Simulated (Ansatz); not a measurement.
An Ansatz (a first-principles code) run: CaO with a change (holes 5.0×10^20 cm⁻³); Ansatz PBEsol, no spin-orbit coupling.

Input:

Ansatz 0.2 input:
```yaml
crystal:
  lattice:
    - [0, 2.3835593965, 2.3835593965]
    - [2.3835593965, 0, 2.3835593965]
    - [2.3835593965, 2.3835593965, 0]
  atoms:
    - { symbol: Ca, position: [0, 0, 0] }
    - { symbol: O, position: [0.5, 0.5, 0.5] }
basis: { ecutwfc: 420, ecutrho_ratio: 4, xc_grid: 2, fft_grid_basis: typed }
kpoints: { mp_grid: { grid: [27, 27, 27] } }
hamiltonian:
  xc: pbesol
  dispersion: none
  pseudopotentials: { kind: paw }
total_charge: 0.013542
scf: { occupations: { method: fermi_dirac, width: 0.0259 }, convergence: { dr2_threshold: 0.0000000002 } }
relax: { f_tol: 0.005, max_steps: 30 }
output: { forces: true, stress: true }
checkpoint: { write: state.ck, write_every: 1000 }
```

Output:

```
Relaxation: its limit of steps is 30 (relax.max_steps)
WARN ansatz: RAYON_NUM_THREADS=2 ignored (pool sized by the plan → 2); use --threads N
Pseudopotentials: kind: paw
Pseudopotential: Ca, paw, valence charge 10
Pseudopotential: O, paw, valence charge 6
Functional definition: PBEsol
Crystal: 2 atoms, lattice volume = 27.084 Å³
Basis set: ecut = 420 eV, 531 PW (Γ), exchange–correlation on 48×48×48 points (8 copies of the dense FFT grid, shifted against one another)
Bands: 12, of which v1, the nominal top of the filled ones, is band 8 counted from 1 (7 counted from 0)
Symmetry: 48 space group operations
Space group: Fm-3m (ITA 225), of the structure as read, at distance tolerance 3.0e-5 Å
k-points: 560 of 19683
PAW frozen core: Ca, regenerated for the run's functional, and the local potential with it
PAW frozen core: O, regenerated for the run's functional, and the local potential with it
Initial density: superposition of atomic densities (neutral atoms scaled as one to the charged cell's electrons …
Initial wavefunctions: pseudopotential atomic-orbital guess
Eigensolver: davidson
Functional: x = pbesol(κ = 0.804, μ = 0.12345679012345678), c = pbesol(β = 0.046)
SCF iter   1: F=—  HF=-2358.222934 eV  |F-HF|=—  |Δ(HF+E_count)|=         —  Δρ=1.36e-2  dr2=4.70e-2  ethr=1.77e-3  ⟨swp⟩=7.3  Hψ=48166  notcnv=0
all-band conjugate gradients solve this SCF's bands
preconditioner: auto → none
SCF iter   2: F=—  HF=-2358.210435 eV  |F-HF|=—  |Δ(HF+E_count)|=   1.25e-2  Δρ=2.55e-3  dr2=9.76e-4  ethr=2.94e-4  ⟨swp⟩=2.6  Hψ=14928  notcnv=0
SCF iter   3: F=—  HF=-2358.210322 eV  |F-HF|=—  |Δ(HF+E_count)|=   1.13e-4  Δρ=1.15e-3  dr2=1.79e-4  ethr=6.11e-6  ⟨swp⟩=3.0  Hψ=11156  notcnv=0
SCF iter   4: F=—  HF=-2358.210323 eV  |F-HF|=—  |Δ(HF+E_count)|=   1.34e-6  Δρ=1.71e-4  dr2=5.10e-6  ethr=1.12e-6  ⟨swp⟩=1.8  Hψ=8551  notcnv=0
SCF iter   5: F=—  HF=-2358.210333 eV  |F-HF|=—  |Δ(HF+E_count)|=   9.55e-6  Δρ=2.68e-5  dr2=1.05e-7  ethr=3.19e-8  ⟨swp⟩=3.0  Hψ=11092  notcnv=0
SCF iter   6: F=—  HF=-2358.210333 eV  |F-HF|=—  |Δ(HF+E_count)|=   2.50e-7  Δρ=4.26e-6  dr2=4.15e-9  ethr=6.54e-10  ⟨swp⟩=2.0  Hψ=8867  notcnv=0
SCF iter   7: F=-2358.210333 eV  HF=-2358.210333 eV  |F-HF|=3.64e-12  |Δ(HF+E_count)|=  6.19e-10  Δρ=2.96e-7  dr2=1.12e-11  ethr=1.25e-12  ⟨swp⟩=4.7  Hψ=22581  notcnv=0
SCF 1 converged in 7 iterations: F = -2358.210333 eV  dr2 = 1.12e-11
relax step   1: F+E_penalty+E_count = -2358.21033254 eV  Δ(F+E_penalty+E_count) = +0.000e0 eV  max|allowed force component| = 9.795e-30 eV/Å  Δτ_max = 0.0000 Å  (7 SCF iters, accepted)
the relaxation is at rest under the 48 symmetry operations that the run kept from its start: a minimum is not shown …
SCF converged after 7 iterations
Free energy (F): -2358.210333 eV
Harris-Foulkes:  -2358.210333 eV  (|F-HF|=3.64e-12)
Internal energy: -2358.209749 eV  (E = F + TS)
E sigma→0 (E₀):  -2358.210041 eV
Entropy (-TS):   -0.000584 eV (-0.292 meV/atom)
Fermi energy:    7.736638 eV
--- Per-component energies (eV) ---
  E_band       = -96.993171
  E_kinetic    = 455.344534
  E_local      = -876.999833  (includes V_loc(G=0)·N_el)
  E_nonlocal   = 112.847964
  E_hartree    = 289.253723
  E_xc         = -210.565744
  E_vxc        = -266.358173  (∫ρ·V_xc dr)
  E_paw        = -989.006864  (= ΣΔE_a)
  E_vpaw       = -100.337504  (= ΣTr[D̂ρ^β])
  E_aug_tail   = 0.002395  (compensation charges beyond the density's cutoff)
  E_ewald      = -1139.240007
  E_core_change = 0.154082  (= ΣΔE_core)
  E_smearing   = -0.000584  (= −TS)
  E_closure    = 0.000000  (closes the sum)
  E_deformation_potential = 0.266204  (in the stress; not in F)
  Σ components = -2358.210333   (vs F -2358.210333, Δ=0.00e0)
  [band-id]    e_kinetic+e_local+e_nonlocal+2·e_hartree+e_vxc+e_vpaw+e_augmentation_tail = -96.993170   (vs E_band -96.993171, Δ=4.15e-7)
--- Forces (eV/Å), atoms counted from 1 ---
  atom   1  Ca    -0.00000000     0.00000000    -0.00000000
  atom   2  O      0.00000000    -0.00000000     0.00000000
  max |Σ_I F_I| component: 1.41e-29 eV/Å
--- Stress (GPa, compression-positive) ---
        0.670810      -0.000000      -0.000000
        0.000000       0.670810      -0.000000
        0.000000       0.000000       0.670810
  P = ⅓ Tr σ = 0.6708 GPa (6.708 kbar)
  The stress holds the Pulay correction. Without it, at fixed plane waves, as pw.x and ABINIT print it: P = 0.2122 GPa
  The stress includes no estimate of the error left by incomplete SCF convergence: none is made for charged cells with PAW potentials.
--- Band table ---
  band table: none
--- Relaxed structure (1 steps of the walk, 1 accepted, 0 SCFs on fresh bases) ---
  F+E_penalty+E_count = -2358.21033254 eV   max|allowed force component| = 9.795e-30 eV/Å
  atoms:
    - { symbol: Ca, position: [0.0, 0.0, 0.0] }
    - { symbol: O, position: [0.5, 0.5, 0.5] }
```

Charged cell with a jellium background: band edges are those of the host's band count, energies are not comparable with the neutral cell, and many-body gap narrowing is missing. No phonon test of stability was made. The cell was made from CaO in the rock salt structure (space group Fm-3m, No. 225) by this change: holes 5.0×10^20 cm⁻³.
